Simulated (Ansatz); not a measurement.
The parent structure is Hf in the hcp (Mg type) structure (space group P6_3/mmc, No. 194; a = 3.198 Å, c = 5.049 Å; relaxed with 0.1 eV smearing). Axes: x lies along a and z along c of the hexagonal cell.

Level of theory: r2SCAN in Ansatz (plane waves to 500 eV, PAW, spin-orbit coupling left out), earlier PAW set.

Strains are applied to the cell and any free atomic positions relax.

One change was made to it. Results:

| quantity | base | after |
|---|---|---|
| energy relative to the base (free energy F) | 0 meV/atom | +17 meV/atom |
| pressure (mean of the normal stresses, compression positive) | 0.0 GPa | -3.7 GPa |
| shortest interatomic distance | 3.128 Å | 3.198 Å |
| band gap | zero | zero |

Question: Which of these changes matches the shifts?
(A) uniaxial strain ε_zz = +3.59 %
(B) uniaxial strain ε_xx = +0.91 %
(C) tensor shear ε_xy = −1.96 %

Answer: A, uniaxial strain ε_zz = +3.59 %. For comparison, the energy relative to the base in the other runs: uniaxial strain ε_xx = +0.91 % gives +1.1 meV/atom; tensor shear ε_xy = −1.96 % gives +6.0 meV/atom.

No phonon test of stability was made. All final runs are without spin polarisation.

Ansatz is a quantum-chemistry and plane-wave program.
